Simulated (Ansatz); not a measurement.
NbSi₂ (model structure, started from the AlB2 type, P6/mmm, No. 191, 3 atoms in the cell) was calculated with PBEsol (PAW; Ansatz, a first-principles code).

Settings: plane-wave cutoff 520 eV, 18×18×12 k mesh (along the axes of the cell as run), Fermi–Dirac smearing 0.05 eV, no spin polarisation, scalar-relativistic PAW data made under PBE.

Cell (relaxed at this level):

NbSi2 is taken in the hexagonal space group P6/mmm (No. 191), Pearson symbol hP3. Cell: a = b = 4.3663 Å, c = 2.6295 Å, α = β = 90.00°, γ = 120.00°. Nb on 1a is coordinated by 2 Nb at 2.629 Å and 12 Si at 2.843 Å. Si on 2d has 5 Si at 2.521–2.629 Å and 6 Nb at 2.843 Å. (Neighbours: up to the widest gap in distance over summed covalent radii, below 1.35, at either atom; cation-cation and far metal-metal contacts left out.)

Problem. What does this level give for the bulk modulus?

Solution. 
- bulk modulus: 162 GPa

Note: the run has no spin polarisation, so it can have missed a magnetic state; the bulk modulus is −V dP/dV from two relaxed cells at ±2 % in volume; the relaxation could raise the start's symmetry but not lower it, so the cell can be a saddle point.

A model structure was made by putting elements into a prototype or built by hand; it is no filed structure, need not be a known phase, and can be a saddle point held by its symmetry.
